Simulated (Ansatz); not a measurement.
Input:

```
SiC
1.0
    3.13245     0.00000     0.00000
   -1.56622     2.71278     0.00000
    0.00000     0.00000    15.37025
Si C
6 6
Direct
  0.00000   0.00000   0.99984
  0.00000   0.00000   0.49984
  0.66667   0.33333   0.83309
  0.33333   0.66667   0.33309
  0.66667   0.33333   0.16660
  0.33333   0.66667   0.66660
  0.00000   0.00000   0.87447
  0.00000   0.00000   0.37447
  0.66667   0.33333   0.70809
  0.33333   0.66667   0.20809
  0.66667   0.33333   0.04162
  0.33333   0.66667   0.54162
```

No spin polarisation.

Computed with Kohn–Sham DFT with the PBE functional, run in Ansatz (a quantum-chemistry and plane-wave program) with PAW and 420 eV plane waves, without spin-orbit coupling, earlier PAW set. k-mesh 10×10×2 (Γ-centred); smearing 0.05 eV (Fermi–Dirac).

Problem. Estimate the space group.

Solution. P6_3mc (No. 186).

Problem. Estimate the pressure (mean of the normal stresses, compression positive).

Solution. -7.17 GPa.

The cells carry an imposed strain or load. Whether these cells are dynamically stable was not tested. The cell was made from SiC (space group P6_3mc, No. 186) by this change: isotropic strain +1.21 %.
